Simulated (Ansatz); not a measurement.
# Thermal expansion of MoP (P-6m2)

Method: quasi-harmonic lattice dynamics, Ansatz (a first-principles code), PBE functional, plane-wave PAW; phonon mesh 3×3×3, k mesh 12×12×12. The cell is a database entry relaxed within its symmetry; it need not be the phase found at ambient conditions. The run noted for some of its cells that some bands missed the eigensolver's tolerance.

| T (K) | α_a (10⁻⁶/K) | α_c (10⁻⁶/K) | C_P (J/mol/K) | bulk modulus B_T (GPa) | γ |
|---|---|---|---|---|---|
| 100 | 2.9 | 1.2 | 17.9 | 212 | 1.44 |
| 200 | 5.4 | 3.8 | 36.2 | 210 | 1.51 |
| 300 | 6.5 | 4.9 | 43.5 | 208 | 1.53 |
| 400 | 7.1 | 5.4 | 46.9 | 206 | 1.54 |
| 500 | 7.5 | 5.6 | 48.8 | 204 | 1.55 |
| 600 | 7.8 | 5.7 | 50.1 | 202 | 1.56 |
| 700 | 8.1 | 5.8 | 51.1 | 199 | 1.56 |
| 800 | 8.3 | 5.8 | 51.8 | 197 | 1.57 |
| 900 | 8.6 | 5.9 | 52.5 | 195 | 1.58 |
| 1000 | 8.8 | 5.9 | 53.1 | 193 | 1.58 |

| Quantity | Result |
|---|---|
| conventional lattice constants at 300 K | a = 3.249 Å, c = 3.202 Å |
| entropy at 300 K | 43.9 J/(mol K) |
| adiabatic bulk modulus at 300 K | 210 GPa |
| bulk modulus without vibrations | 215 GPa |
| zero-point volume expansion | 0.42 % |

Zero-point expansion is included. Terms beyond the volume dependence of harmonic modes are not.

No phase change or melting is allowed for: the numbers belong to this structure as given.
